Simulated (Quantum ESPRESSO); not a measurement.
Troubleshooting Quantum ESPRESSO: a failed run on TbMg (Pm-3m, 2 atoms in the cell). The aim is a zone-centre phonon calculation with DFT, LDA (PZ), plane waves, SSSP 1.1.2 efficiency (PBE) pseudopotentials.

The self-consistent step had converged with these keywords: prefix = tbmg; ecutwfc = 50 Ry; ecutrho = 400 Ry; occupations = smearing; smearing = fd; degauss = 0.0073499 Ry; nspin = 2; input_dft = pz; potentials = {Tb: Tb.GGA-PBE-paw-v1.0.UPF, Mg: Mg.pbe-n-kjpaw_psl.0.3.0.UPF}; K_POINTS = automatic 12 12 12 1 1 1. The next shown step is ph.x.

Input:

```fortran
phonons at the zone centre
&inputph
  prefix = 'tbmg',
  outdir = './tmp/',
  tr2_ph = 1.0d-14,
  fildyn = 'dyn.G',
  epsil = .true.,
/
0.0 0.0 0.0
```

Log, with long lists cut:

```
     Reading xml data from directory:

     ./tmp/tbmg.save/
     file Mg.pbe-n-kjpaw_psl.0.3.0.UPF: wavefunction(s)  3S renormalized

     G-vector sticks info
     --------------------
     sticks:   dense  smooth     PW     G-vecs:    dense   smooth      PW
     Sum        1617     805    241                49509    17461    2945

     Reading collected, re-writing distributed wavefunctions in ./tmp/

 %%%%%%%%%%%%%%%%%%%%%%%%%%%%%%%%%%%%%%%%%%%%%%%%%%%%%%%%%%%%%%%%%%%%%%%%%%%%%%
     Error in routine phq_readin (1):
     no elec. field with metals
 %%%%%%%%%%%%%%%%%%%%%%%%%%%%%%%%%%%%%%%%%%%%%%%%%%%%%%%%%%%%%%%%%%%%%%%%%%%%%%

     stopping ...
```

Question: From the messages shown, name the fault and mend the input.

Answer: The fault is the dielectric response asked with smeared occupations. The response to a homogeneous field is defined for insulators with fixed occupations. To fix it, drop the request, or use fixed occupations in an insulator. The program stopped in the step ph.x before computing anything there.

On the sound input: the starting cell comes from a database of computed structures (which also holds hypothetical and non-ambient phases and stackings), without a prior relaxation at this level. Its lattice was rescaled by a random factor within 2.5 % of one. With one magnetic atom in the cell only a parallel order is possible. With U or open f shells several self-consistent states can exist. The f electrons are in the valence without U or exact exchange, which can misplace them near the Fermi level. Spin-orbit terms, which matter for f shells, are left out.
